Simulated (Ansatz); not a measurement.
Data:

```
W2C
1.0
    5.20026     0.00000     0.00000
   -2.60013     4.50356     0.00000
    0.00000     0.00000     4.73710
W C
6 3
Direct
  0.66815   0.66815   0.24767
  0.33185   0.33185   0.75233
  0.33185   0.00000   0.24767
  0.66815   0.00000   0.75233
  0.00000   0.33185   0.24767
  0.00000   0.66815   0.75233
  0.00000   0.00000   0.00000
  0.66667   0.33333   0.50000
  0.33333   0.66667   0.50000
```

Calculation: PBEsol, DFPT electron-phonon coupling, linearised Boltzmann equation (plane waves, PAW, scalar-relativistic; Ansatz, an electronic-structure program). Cell: relaxed with this functional, without spin-orbit coupling.

Problem. What phonon-limited resistivity does this give at 300 K?

Solution. 40 (x), 40 (y), 39 (z) μΩ·cm.

Problem. How long is the mean free path there?

Solution. 2.8 (x), 2.8 (y), 2.7 (z) nm, weighted by the current that each state carries. Wires not much wider than this gain resistivity from their walls.

A metal at this level (no band gap). Only scattering by harmonic phonons is included (no impurities, grain boundaries, electron-electron scattering or thermal expansion). Spin-orbit coupling is left out, which matters with elements this heavy. Halving the electron mesh (20x20x20) moves the resistivity by up to 6 % at 300 K, the mean free path by up to 8 %. Smearing 0.20 eV; phonons on a 3x3x3 q mesh, which this run doesn't test.

Computed structure, not matched to a measured one here, so possibly hypothetical: W2C (P-31m).
